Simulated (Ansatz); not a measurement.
The starting structures come from a database of crystals and need not be the phases stable at ambient conditions.

 Where the default PAW files enter, the runs use the earlier of Ansatz's two default sets.

**Evanescent states of BaLiF₃ (Pm-3m, cubic perovskite, not sure to be the ambient phase, 5 atoms a cell, 12.7 Å³ an atom) along the normal of (111)**

All values below come from r2SCAN (plane waves, PAW; Ansatz, an electronic-structure program).

The gap is the functional's own. No spin-orbit coupling. Mid-gap values are interpolated on the energy grid.

Energies count from the valence-band top; κ is the least over a 6×6 mesh across the current.

```
E (eV)  κ (1/Å)  where
------  -------  -----
0.17      0.171      Γ
0.49      0.280      Γ
0.82      0.344      Γ
1.16      0.389      Γ
1.49      0.421      Γ
1.81        [?]      Γ
2.15        [?]      Γ
2.48        [?]      Γ
2.81        [?]      Γ
3.13        [?]      Γ
3.46        [?]      Γ
3.79        [?]      Γ
4.12        [?]      Γ
4.46        [?]      Γ
4.79        [?]      Γ
5.12        [?]      Γ
5.45        [?]      Γ
5.78      0.443      Γ
6.11      0.405      Γ
6.43      0.358      Γ
6.76      0.297      Γ
7.09      0.210      Γ
```

Complete the blanks.


- 1.81, κ (1/Å): 0.446
- 2.15, κ (1/Å): 0.466
- 2.48, κ (1/Å): 0.480
- 2.81, κ (1/Å): 0.491
- 3.13, κ (1/Å): 0.500
- 3.46, κ (1/Å): 0.505
- 3.79, κ (1/Å): 0.508
- 4.12, κ (1/Å): 0.509
- 4.46, κ (1/Å): 0.507
- 4.79, κ (1/Å): 0.504
- 5.12, κ (1/Å): 0.499
- 5.45, κ (1/Å): 0.474
